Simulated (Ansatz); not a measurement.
Inside the gap of an insulator the Bloch states are evanescent, with a wavenumber k + iκ along the transport direction.

Here is the system:

```xyz
4
Lattice="3.3021 0.0000 0.0000 -1.6510 2.8597 0.0000 0.0000 0.0000 5.2221" Properties=species:S:1:pos:R:3 pbc="T T T"
Zn     1.6510     0.9532     2.6141
Zn     0.0000     1.9065     0.0031
O      1.6510     0.9532     4.5940
O      0.0000     1.9065     1.9829
```

Space group of this cell: P6_3mc, wurtzite. The cell is strained (lengths across the current scaled by 1.02, ions clamped); by r2SCAN its mean pressure is -5.8 GPa.

Transport runs along the normal of the first two printed cell vectors, the (001) (indices of the unstrained crystal) plane of the conventional cell.

The gap is the functional's own, uncorrected, and κ follows it; spin-orbit coupling is left out. Mid-gap values are interpolated between the computed energies.

Task: Compute, with r2SCAN in Ansatz (a program for electronic structure), the band gap and the smallest decay constant κ at mid-gap.

Result: Gap 1.20 eV on a 12×12×6 mesh; κ = 0.124 1/Å, at the zone centre.
